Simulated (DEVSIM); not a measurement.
System: n-channel Si fully depleted SOI MOSFET with Al2O3, at 300 K.

```
Quantity                                                      Value
-----------------------  ------------------------------------------
Gate length                                                   25 nm
Source drain length                                           20 nm
Dielectric thickness                                         1.7 nm
Lateral straggle                                             1.2 nm
Underlap                                                       0 nm
Body thickness                                               5.2 nm
Buried oxide                                                  25 nm
Gate work function                                           4.4 eV
Source and drain doping  7.1e19 cm⁻³, Gaussian tails under the gate
Body doping                                               3e16 cm⁻³
Lifetime                                                     2e-7 s
Supply                                                        0.8 V
Back work function                                          4.92 eV
```

All mobilities are scaled by 0.15; velocity saturation, μ/(1 + (μE/vsat)^b)^(1/b) with b = 2 for electrons and 1 for holes and E the electric field along each mesh edge, is on. Mobility is constant in doping.

Constants are typed, rounded textbook-type inputs, not results; the design itself was drawn at random and stands for no fabricated device. Values at 300 K.

Si: gap (eV) 1.124, affinity (eV) 4.05, permittivity 11.7, Nc (cm⁻³) 2.86e19, Nv (cm⁻³) 3.1e19, μn (cm²/Vs) 1417, μp (cm²/Vs) 470, vsat,n (cm/s) 1e7, vsat,p (cm/s) 8.4e6. Al2O3: gap (eV) 6.8, affinity (eV) 1.35, permittivity 9. SiO2: gap (eV) 9, affinity (eV) 0.9, permittivity 3.9.

Simulated with DEVSIM: 2D drift-diffusion, Boltzmann statistics, complete ionisation; no quantum confinement, tunnelling, impact ionisation, self-heating, contact resistance or fringe fields beside the gate. Metal contacts follow the ideal Schottky-Mott rule: no Fermi-level pinning, no interface dipoles.

Transfer curves, |Id| in μA/μm:

| Vg (V) | Vd = 0.05 V | Vd = 0.8 V |
|---|---|---|
| -0.24 | 1.229e-5 | 0.0001360 |
| -0.2 | 3.814e-5 | 0.0004166 |
| -0.16 | 0.0001183 | 0.001271 |
| -0.12 | 0.0003663 | 0.003861 |
| -0.08 | 0.001133 | 0.01166 |
| -0.04 | 0.003498 | 0.03492 |
| 0 | 0.01077 | 0.1036 |
| 0.04 | 0.03307 | 0.3028 |
| 0.08 | 0.1009 | 0.8673 |
| 0.12 | 0.3050 | 2.406 |
| 0.16 | 0.9039 | 6.334 |
| 0.2 | 2.581 | 15.36 |
| 0.24 | 6.870 | 33.32 |
| 0.28 | 16.31 | 63.85 |
| 0.32 | 33.31 | 109.0 |
| 0.36 | 58.44 | 168.9 |
| 0.4 | 90.31 | 242.5 |
| 0.44 | 126.9 | 327.9 |
| 0.48 | 166.1 | 423.4 |
| 0.52 | 206.5 | 527.1 |
| 0.56 | 246.8 | 637.4 |
| 0.6 | 286.1 | 753.4 |
| 0.64 | 323.8 | 873.8 |
| 0.68 | 359.6 | 998.1 |
| 0.72 | 393.1 | 1126 |
| 0.76 | 424.3 | 1256 |
| 0.8 | 453.4 | 1388 |

### Question
Work out the subthreshold swing at low drain bias from the rows at -0.24 and -0.2 V, and compare it with the thermal limit.

### Answer
log10(3.814e-5/1.229e-5) = 0.492 over 40.0 mV, so S = 81.3 mV/decade. The limit kT/q ln 10 is 59.5 mV/decade; the ratio is 1.37. This is the steepest step of the table.

### Question
Find both thresholds at the constant current 0.1 μA × (1 μm/L) a micrometre, and the DIBL.

### Answer
The current is 4.00 μA/μm. Interpolating ln Id gives 0.218 V and 0.141 V; their difference over the 0.75 V of drain bias is 100 mV/V.

### Question
Give the natural length λ = √(ε_body t_body t_ox / (ε_ox)) and the gate length in units of it.

### Answer
λ = 3.39 nm and L/λ = 7.4. The formula is that for thin layers, and L is the gate's length, not the shorter one between the doping tails.

Source and drain are degenerate, where Boltzmann statistics are only rough. The electric field that drives the saturation includes the junctions' built-in field, which lowers the mobility there even at small currents: subthreshold currents come out too low, a known weakness of this choice.
